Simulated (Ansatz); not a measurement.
Converging the k-point mesh at a smearing width of 0.02 eV: TaBe₂ (R3m, 6 atoms in the cell)

```
TaBe2
1.0
    0.00000     3.24610     3.24610
    3.24610     0.00000     3.24610
    3.24610     3.24610     0.00000
Ta Be
2 4
Direct
  0.75445   0.75445   0.75445
  0.50000   0.50000   0.50000
  0.12500   0.62500   0.12500
  0.12500   0.12500   0.12500
  0.62500   0.12500   0.12500
  0.12500   0.12500   0.62500
```

Method of the run: PBEsol, default PAW files made with PBE (plane waves; Ansatz, an electronic-structure program).

Base settings: basis.ecutwfc = 420 eV; kpoints.mp_grid.grid = 9 9 9; hamiltonian.xc = pbesol; hamiltonian.pseudopotentials = {kind: paw} (the program's default PAW files); scf.occupations.method = fermi_dirac; scf.occupations.width = 0.1 eV.

In this ladder: scf.occupations.width = 0.02 eV.

Only quantities that move along the ladder and can be compared are tabulated.

The count of work is k-points × plane waves × bands × iterations; it is no time. Core times come from one kind of shared machine, to one figure; runs under 30 s give none.

The starting cell comes from a database of computed structures (which also holds hypothetical and non-ambient phases and stackings), without a prior relaxation at this level. Its lattice was rescaled by up to half a per cent. One atom was moved a little off its site on purpose. Spin polarisation is off. Ansatz's pressure includes its estimate of the finite-basis (Pulay) stress.

Steps (kpoints.mp_grid.grid): 3 3 3; 4 4 4; 5 5 5; 6 6 6; 7 7 7; 8 8 8; 10 10 10; 12 12 12; 14 14 14; 17 17 17; 21 21 21.

**Question.** What is the coarsest kpoints.mp_grid.grid that holds the free energy within 2 meV/atom of the last step, with all finer ones?

**Answer.** 6 6 6, at 0.036 of the last step's count of work; the step before is off by 5.8 meV/atom.

**Question.** What is the coarsest kpoints.mp_grid.grid that holds the forces within 0.02 eV/Å of the last step, with all finer ones?

**Answer.** 10 10 10, at 0.13 of the last step's count of work; the step before is off by 0.027 eV/Å.

**Question.** What is the coarsest kpoints.mp_grid.grid that holds the pressure within 0.2 GPa of the last step, with all finer ones?

**Answer.** 5 5 5, at 0.021 of the last step's count of work; the step before is off by 0.23 GPa.

| kpoints.mp_grid.grid | free energy less the last step's (meV/atom) | pressure (GPa) | largest difference of a force vector from the last step's (eV/Å) | count of work / last | core time / last (rough) |
|---|---|---|---|---|---|
| 3 3 3 | 17.85 | -1.80 | 0.009 | 0.0067 | – |
| 4 4 4 | 3.11 | -1.21 | 0.165 | 0.015 | – |
| 5 5 5 | -5.79 | -1.46 | 0.068 | 0.021 | – |
| 6 6 6 | 0.34 | -1.36 | 0.031 | 0.036 | – |
| 7 7 7 | -0.58 | -1.58 | 0.034 | 0.049 | – |
| 8 8 8 | -0.07 | -1.39 | 0.027 | 0.073 | – |
| 10 10 10 | 0.25 | -1.49 | 0.014 | 0.13 | – |
| 12 12 12 | 0.09 | -1.42 | 0.002 | 0.21 | – |
| 14 14 14 | 0.01 | -1.43 | 0.007 | 0.32 | 0.3 |
| 17 17 17 | 0.02 | -1.45 | 0.000 | 0.55 | 0.5 |
| 21 21 21 | 0.00 | -1.44 | 0.000 | 1.0 | 1 |

Keys are those of Ansatz 0.2.
